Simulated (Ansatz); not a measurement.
We consider SrTiO3 (I4/mcm, No. 140, 10 atoms in the cell; start COD 2310687), described by r²SCAN+rVV10 in Ansatz (PAW).

Run with plane-wave cutoff 560 eV, 10×10×10 k mesh, Fermi–Dirac smearing 0.01 eV, no spin polarisation, scalar-relativistic PAW data made under PBE.

Cell (relaxed at this level):

```xyz
10
Lattice="-2.7516 2.7516 3.9056 2.7516 -2.7516 3.9056 2.7516 2.7516 -3.9056" Properties=species:S:1:pos:R:3 pbc="T T T"
Sr     0.0000     2.7516     1.9528
Sr     2.7516     0.0000     1.9528
O      0.0000     0.0000     1.9528
O      0.0000     0.0000     5.8584
Ti     0.0000     0.0000     0.0000
Ti     0.0000     0.0000     3.9056
O      1.2752     4.0268     0.0000
O      1.4764     1.2752     0.0000
O      1.4764    -1.2752     3.9056
O      1.2752     1.4764     3.9056
```

Task: Give the computed band gap.

Result: 
- band gap: 2.34 eV

Note: the relaxation could not lower the start's symmetry, so a distorted cell can lie lower.

Spin–orbit coupling is not included.

Computed values are for the static lattice.

Ansatz is an electronic-structure program.
